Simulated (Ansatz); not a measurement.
A short convergence ladder for BaTiO3 (P4mm, 5 atoms in the cell)

```xyz
5
Lattice="4.0120 0.0000 0.0000 0.0000 4.0120 0.0000 0.0000 0.0000 4.0120" Properties=species:S:1:pos:R:3 pbc="T T T"
Ba     0.0000     0.0000     0.0500
Ti     2.0060     2.0060     2.0060
O      2.0060     0.0000     2.0060
O      0.0000     2.0060     2.0060
O      2.0060     2.0060     0.0000
```

Base method: PBE (plane waves, PAW; Ansatz, a first-principles code).

Base settings: basis.ecutwfc = 30.9 Ry; kpoints.mp_grid.grid = 6 6 6; hamiltonian.xc = pbe; hamiltonian.pseudopotentials = {kind: paw} (the program's default PAW files); scf.occupations.method = fermi_dirac; scf.occupations.width = 0.0007 Ry.

**The width of Fermi-Dirac smearing**

The mesh stays at the base's, so the ladder's end is converged at best in this setting alone.

Only quantities that move along the ladder and can be compared are tabulated.

```tsv
scf.occupations.width	free energy less the last step's (meV/atom)	pressure (GPa)	largest difference of a force vector from the last step's (eV/Å)
0.0735 Ry	-333.35	9.11	0.022
0.0367 Ry	-33.19	2.35	0.005
0.0147 Ry	-0.29	0.99	0.000
0.0073 Ry	0.00	0.97	0.000
0.0015 Ry	0.00	0.97	0.000
```

Widest scf.occupations.width that holds the forces within 0.005 eV/Å of the last step, with all finer ones: 0.0147 Ry; the step before is off by 0.005 eV/Å.

Widest scf.occupations.width that holds the free energy within 0.5 meV/atom of the last step, with all finer ones: 0.0147 Ry; the step before is off by 33 meV/atom.

Widest scf.occupations.width that holds the pressure within 0.05 GPa of the last step, with all finer ones: 0.0147 Ry; the step before is off by 1.4 GPa.

On the base run: the starting cell has typed, rounded lattice constants, without a prior relaxation at this level. Its lattice was rescaled by up to half a per cent. One atom was moved a little off its site on purpose. Ansatz's pressure includes its estimate of the finite-basis (Pulay) stress.

Keys are those of Ansatz 0.2.
